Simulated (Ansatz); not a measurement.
The starting structures come from a database of crystals and need not be the phases stable at ambient conditions.

Given:

```
Pb2F10HP
1.0
    6.26166    -0.01271    -0.00347
   -1.10603     8.83986    -0.01040
   -2.99187     0.72165     3.45838
H P Pb F
1 1 2 10
Direct
  0.50000   0.50000   0.00000
  0.50000   0.00000   0.50000
  0.02533   0.31313   0.35802
  0.97467   0.68687   0.64198
  0.70792   0.03862   0.39617
  0.29208   0.96138   0.60383
  0.24388   0.09825   0.07648
  0.75612   0.90175   0.92352
  0.59226   0.15758   0.67450
  0.40774   0.84242   0.32550
  0.52258   0.39597   0.91362
  0.47742   0.60403   0.08638
  0.98412   0.41456   0.77334
  0.01588   0.58544   0.22666
```

Space group of this cell: P-1. The cell was relaxed by PBE-D3(BJ); by PBEsol its mean pressure is -2.1 GPa.

Transport runs along the normal of the first two printed cell vectors.

The gap is the functional's own, uncorrected, and κ follows it; spin-orbit coupling is left out. Mid-gap values are interpolated between the computed energies.

**Question.** Give the band gap and the smallest decay constant κ at mid-gap that Ansatz (a first-principles code) with PBEsol yields.

**Answer.** Gap 5.44 eV on a 6×4×10 mesh; κ = 0.506 1/Å, at (0.000, 0.250) of the in-plane reciprocal vectors. At the zone centre, at the nearest computed energy, the slowest state has κ = 0.52 1/Å.
